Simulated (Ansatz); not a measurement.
## What isotropic strain −2.35 % does to hypothetical diamond Na

Consider Na in the diamond structure (space group Fd-3m, No. 227; a = 7.489 Å; a hypothetical phase, not in the database extracts checked; relaxed with 0.1 eV smearing).

The change: the cell is scaled by 0.9765 in all directions, atoms relaxed at fixed cell.

All numbers come from Ansatz (a first-principles code), PBEsol, PAW, cutoff 420 eV, without spin-orbit coupling. Settings: 13×13×13 k-points, 0.1 eV Fermi–Dirac smearing.

* **Space group**: Fd-3m (No. 227) (base Fd-3m (No. 227))
* **Shortest interatomic distance**: 3.167 Å (base 3.243 Å)
* **Energy relative to the base (free energy F)**: +2.8 meV/atom
* **Pressure**: 0.3 GPa (base 0.0 GPa)
* **Band gap**: zero (base zero)

Cost of the whole job for the changed cell (relaxation, final SCF and bands): very roughly 15 core-seconds.

No phonon test of stability was made.
